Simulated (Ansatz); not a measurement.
The reference is LiTaO3 (space group R3c, No. 161).

```xyz
10
Lattice="2.5955 1.4985 4.6381 -2.5955 1.4985 4.6381 0.0000 -2.9970 4.6381" Properties=species:S:1:pos:R:3 pbc="T T T"
Li     0.0000     0.0000     9.8222
Li     0.0000     0.0000     2.8650
Ta     0.0000     0.0000    13.7462
Ta     0.0000     0.0000     6.7891
O     -0.6315     1.4570     8.1440
O      1.5775    -0.1817     8.1440
O     -0.9461    -1.2754     8.1440
O      1.0179     1.3169     5.8249
O      0.6315    -1.5400     5.8249
O     -1.6494     0.2231     5.8249
```

The values are results of DFT with PBE, PAW potentials and a 420 eV plane-wave cutoff in Ansatz (an electronic-structure program), spin-orbit coupling left out, earlier PAW set, not measurements.

```tsv
level	lattice parameter a	lattice parameter c
PBE	5.191 Å	13.914 Å
```

### Question
What does experiment give, and how far off is each level?

### Answer
Measured: lattice parameter a 5.154 Å (room temperature; as listed in Acta Crystallographica Section B 53, 420 (1997)); lattice parameter c 13.783 Å (room temperature; as listed in Acta Crystallographica Section B 53, 420 (1997)). Computed minus measured — lattice parameter a: PBE +0.7 %; lattice parameter c: PBE +1.0 %. Measured values not marked as corrected hold thermal and zero-point effects that the static-lattice runs lack.

No phonon test of stability was made.
